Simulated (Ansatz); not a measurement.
Start from MoTe2 in the 2H-MoS2 type structure (space group P6_3/mmc, No. 194; a = 3.497 Å, c = 13.697 Å; layered, stacked along the Cartesian z axis).

The values are results of PBE-D3(BJ) (Ansatz, a quantum-chemistry and plane-wave program), spin-orbit coupling left out, earlier PAW set, not measurements.

One change was made to it. Results:

The band gap goes up by 0.202 eV (0.60 eV → 0.81 eV); the volume per atom goes up by 1.574 Å³ (24.17 Å³ → 25.75 Å³); the c/a ratio goes up by 0.122 to 4.039.

Q: What was done to the base?
A. pressure −2 GPa
B. pressure −1 GPa
C. pressure 15 GPa
D. pressure 22.5 GPa

A: A, pressure −2 GPa. For comparison, the band gap in the other runs: pressure −1 GPa gives 0.69 eV; pressure 22.5 GPa gives zero; pressure 15 GPa gives zero.

A case with no gap was solved on a k-mesh chosen for an insulator, which is coarse for it. With Te present, leaving out spin-orbit coupling can change the band edges. Load acts through the strain it causes; cell and atoms are relaxed under it. No phonon test of stability was made. Competing high-pressure phases were not computed. All final runs are without spin polarisation. The program warned that a D3 coordination switch lies within reach, so dispersion energies are less smooth here. The zero or small gap of MoTe2 under pressure 22.5 GPa and MoTe2 under pressure 15 GPa can change with the level of theory.
